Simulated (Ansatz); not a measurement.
Base system: MgS in the rock salt structure (space group Fm-3m, No. 225; a = 5.1820 Å). Axes: x, y, z lie along the cube axes.

All numbers come from PBEsol (Ansatz, a quantum-chemistry and plane-wave program; PAW; 420 eV plane waves; spin-orbit coupling left out).

Strains are applied to the cell and any free atomic positions relax; under biaxial strain the out-of-plane vector relaxes too.

One change was made to it. Results:

The energy grows by 7.6 meV/atom; the smallest direct gap decreases by 0.44 eV (3.69 eV → 3.25 eV); the band gap decreases by 0.262 eV to 2.46 eV.

Q: Name the change that was made.
A) biaxial strain +2.50 %, plane normal [111], relaxed out of plane
B) biaxial strain −1.67 %, plane normal [111], relaxed out of plane
C) biaxial strain +2.08 %, plane normal [111], relaxed out of plane
D) biaxial strain −2.08 %, plane normal [111], relaxed out of plane

A: C, biaxial strain +2.08 %, plane normal [111], relaxed out of plane. For comparison, the band gap in the other runs: biaxial strain −2.08 %, plane normal [111], relaxed out of plane gives 2.65 eV; biaxial strain −1.67 %, plane normal [111], relaxed out of plane gives 2.67 eV; biaxial strain +2.50 %, plane normal [111], relaxed out of plane gives 2.41 eV.

No phonon test of stability was made.
